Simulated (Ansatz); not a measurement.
Input:

End structure of the (0001) surface of hcp Cd in its 1x1 cell, outermost plane spacing 2.86 Å in the ideal cut:

```xyz
5
Lattice="3.0350 0.0000 0.0000 -1.5175 2.6284 0.0000 0.0000 0.0000 27.5000" Properties=species:S:1:pos:R:3 pbc="T T T"
Cd     1.5175     0.8761     8.1875
Cd     0.0000     1.7523    11.0183
Cd     1.5175     0.8761    13.7500
Cd     0.0000     1.7523    16.4817
Cd     1.5175     0.8761    19.3125
```

Slab: 5 atoms, 11.4 Å thick at the start; k 14x14x1, smearing 0.1 eV, dipole-corrected; all atoms relaxed; symmetry of the start imposed; no spin, no spin-orbit, no U.

**Question.** What is the computed surface energy (mean of both faces) (PBE (Ansatz, an electronic-structure program))?

**Answer.** 0.21 J/m^2

**Question.** What is the computed work function of the top face (PBE)?

**Answer.** 3.73 eV
